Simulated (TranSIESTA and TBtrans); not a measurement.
System: Ag chain with one S atom inserted. Leads: straight Ag chain, spacing 2.65 Å. Geometry: 3 atoms about the centre moved by SIESTA (PBE, DZP) to a largest force of 0.04 eV/Å, all others as built, motion along the axis alone. Transport runs along z; the first 4 and the last 4 of the 15 atoms are the lead cells, repeated to infinity.

```xyz
15
Lattice="9.000 0.000 0.000 0.000 9.000 0.000 0.000 0.000 39.200" Properties=species:S:1:pos:R:3 pbc="F F T"
Ag     4.500     4.500     0.000
Ag     4.500     4.500     2.650
Ag     4.500     4.500     5.300
Ag     4.500     4.500     7.950
Ag     4.500     4.500    10.600
Ag     4.500     4.500    13.250
Ag     4.500     4.500    15.947
S      4.500     4.500    18.274
Ag     4.500     4.500    20.606
Ag     4.500     4.500    23.300
Ag     4.500     4.500    25.950
Ag     4.500     4.500    28.600
Ag     4.500     4.500    31.250
Ag     4.500     4.500    33.900
Ag     4.500     4.500    36.550
```

Run with TranSIESTA and TBtrans (open boundaries, self-consistent; PseudoDojo norm-conserving potentials, scalar-relativistic): PAO.BasisSize DZP, PAO.EnergyShift 0.15 eV, XC.Authors PBE, Mesh.Cutoff 200 Ry, ElectronicTemperature 300 K, TS.Voltage 0.0 eV, TBT.Elecs.Eta 0.001 eV, no spin polarisation.

Energies count from the leads' Fermi level. Transmissions are for one spin of a degenerate pair. The energy step is 0.01 eV; narrower resonances are cut or missed.

| E (eV) | T |
|---|---|
| -0.20 | 0.354 |
| -0.15 | 0.359 |
| -0.10 | 0.361 |
| -0.05 | 0.360 |
| 0.00 | 0.358 |
| 0.05 | 0.354 |
| 0.10 | 0.349 |
| 0.15 | 0.344 |
| 0.20 | 0.338 |

**Question.** Give the zero-bias conductance in μS and the resistance at 300 K.

**Answer.** At the Fermi level T = 0.358. Averaged with −∂f/∂E over the full grid (kT = 25.9 meV) it is 0.357. With G0 = 2e²/h = 77.48 μS, G = 27.7 μS and R = 1/G = 36.1 kΩ.

**Question.** The eigenchannels at the Fermi level transmit 0.358. What Fano factor of the shot noise follows at low temperature and bias?

**Answer.** F = Σ τ(1 − τ)/Σ τ = 0.230/0.358 = 0.64.

The straight chain is held at its spacing; free chains may zigzag or dimerise. No spin-polarised start was tried, so a magnetic state, if there is one, is missed.
